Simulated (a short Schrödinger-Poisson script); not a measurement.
Structure: MOS inversion layer, HfO2 on p-type GaN, at 300 K.

| layer | material | thickness (nm) | Na (cm⁻³) |
|---|---|---|---|
| 1 | HfO2 | 10.9 | - |
| 2 | GaN | 670 | 8.8e17 |

The device is made up for the run: typed textbook-type constants, with dimensions and the other settings drawn at random. HfO2: permittivity 22, conduction-band edge (eV) 1.6, gap (eV) 5.7, electron mass (mₑ) 0.2. GaN: permittivity 9.5, conduction-band edge (eV) 0, gap (eV) 3.43, Nv at 300 K (cm⁻³) 4.6e19.

Channel valleys (confinement mass, in-plane density-of-states mass, number): Γ 0.2, 0.2, 1. At the gate the conduction-band edge of layer 1 lies 2 eV − eVg above the Fermi level of the channel; the field vanishes at the back. Gaps are held at their typed values at every temperature. Mesh 0.03 nm at interfaces.

From a short Schrödinger-Poisson script (our own, NumPy): 1D Poisson equation in equilibrium, electrons quantum, Hartree (BenDaniel-Duke, 12 states a valley, the channel's in-plane mass for all, wave functions ending at the dielectric), parabolic valleys, classical holes, full ionisation, no traps, pinning or gate leakage.

The same stack at other levels of the model or other numerical settings:

```csv
run,sheet density of all electrons at Vg = 2.3 V (cm⁻²),sheet density of all electrons at Vg = 1.1 V (cm⁻²),capacitance at Vg = 2.3 V (μF/cm²),centroid of the channel electrons at Vg = 2.3 V (nm),rough cost against the base
base,8.56e12,2.62e10,1.30,1.63,about 1
"electrons treated as classical, Boltzmann",1.37e13,1.26e12,___,___,0.07
"electrons treated as classical, Fermi-Dirac",___,8.63e11,1.39,0.75,0.3
"electrons treated as quantum, Hartree plus LDA exchange-correlation",9.03e12,3.62e10,1.32,1.60,2
mesh six times as coarse,8.56e12,2.65e10,1.30,1.63,0.2
one subband a valley,8.56e12,2.62e10,1.30,1.63,0.6
```

What belongs in the gaps?


- electrons treated as classical, Fermi-Dirac, sheet density of all electrons at Vg = 2.3 V (cm⁻²): 1.04e13
- electrons treated as classical, Boltzmann, centroid of the channel electrons at Vg = 2.3 V (nm): 0.17
- electrons treated as classical, Boltzmann, capacitance at Vg = 2.3 V (μF/cm²): 1.72

The classical rows ignore confinement, and Boltzmann statistics overrate the density once the band edge passes the Fermi level.

In real p-type GaN the Mg acceptor is only partly ionised, and so wide a gap doesn't supply an inversion layer without source and drain.
